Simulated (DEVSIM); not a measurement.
Structure: Au/SiON/SiO2/n-Si capacitor, at 250 K.

```
layer (left to right)  material  thickness (nm)  Nd (cm⁻³)
---------------------  --------  --------------  ---------
1                          SiON            11.0          -
2                          SiO2            1.30          -
3                            Si             520     1.2e18
```

Metal gate on the left, work function 5.1 eV. Fixed charge at the semiconductor interface 3.8e10 cm⁻² (in units of +e); no interface traps.

Constants are typed, rounded textbook-type inputs, not results; the design itself was drawn at random and stands for no fabricated device. Values at 300 K; Nc and Nv go as T^1.5, mobilities as T to minus their exponent, the gap by Varshni's rule with the affinity fixed.

```csv
parameter,SiON,SiO2,Si
gap (eV),7,9,1.124
affinity (eV),1.4,0.9,4.05
permittivity,5.5,3.9,11.7
Nc (cm⁻³),-,-,2.86e19
Nv (cm⁻³),-,-,3.1e19
Varshni α (eV/K),-,-,0.000473
Varshni β (K),-,-,636
```

DEVSIM, 1D Poisson equation in equilibrium, Boltzmann statistics, complete ionisation; no quantum confinement or tunnelling. Metal contacts follow the ideal Schottky-Mott rule: no Fermi-level pinning, no interface dipoles.

Tabulate band edges, carrier densities and field at -0.4 V on the gate.

Energies count from the Fermi level of the right contact; mesh points crowd at the junctions.

| x (μm) | Ec (eV) | Ev (eV) | n (cm⁻³) | p (cm⁻³) | field (V/cm) |
|---|---|---|---|---|---|
| 0.000 | 4.100 | -2.900 | < 1e2 | < 1e2 | -790000 |
| 0.001110 | 4.013 | -2.987 | < 1e2 | < 1e2 | -790000 |
| 0.003051 | 3.860 | -3.140 | < 1e2 | < 1e2 | -790000 |
| 0.006205 | 3.612 | -3.388 | < 1e2 | < 1e2 | -790000 |
| 0.009503 | 3.352 | -3.648 | < 1e2 | < 1e2 | -790000 |
| 0.01078 | 3.252 | -3.748 | < 1e2 | < 1e2 | -790000 |
| 0.01149 | 3.679 | -5.321 | < 1e2 | < 1e2 | -1100000 |
| 0.01227 | 3.593 | -5.407 | < 1e2 | < 1e2 | -900000 |
| 0.01342 | 0.401 | -0.735 | 1.8e11 | 36000 | -340000 |
| 0.01578 | 0.325 | -0.811 | 6.1e12 | 1100 | -300000 |
| 0.02058 | 0.203 | -0.933 | 1.8e15 | < 1e2 | -210000 |
| 0.03626 | 0.066 | -1.070 | 1.0e18 | < 1e2 | -11000 |
| 0.06218 | 0.062 | -1.074 | 1.2e18 | < 1e2 | ≈ 0 |
| 0.1148 | 0.062 | -1.074 | 1.2e18 | < 1e2 | ≈ 0 |
| 0.2723 | 0.062 | -1.074 | 1.2e18 | < 1e2 | ≈ 0 |
| 0.4049 | 0.062 | -1.074 | 1.2e18 | < 1e2 | ≈ 0 |
| 0.4702 | 0.062 | -1.074 | 1.2e18 | < 1e2 | ≈ 0 |
| 0.5023 | 0.062 | -1.074 | 1.2e18 | < 1e2 | ≈ 0 |
| 0.5213 | 0.062 | -1.074 | 1.2e18 | < 1e2 | ≈ 0 |
| 0.5275 | 0.062 | -1.074 | 1.2e18 | < 1e2 | ≈ 0 |
| 0.5305 | 0.062 | -1.074 | 1.2e18 | < 1e2 | ≈ 0 |
| 0.5323 | 0.062 | -1.074 | 1.2e18 | < 1e2 | ≈ 0 |
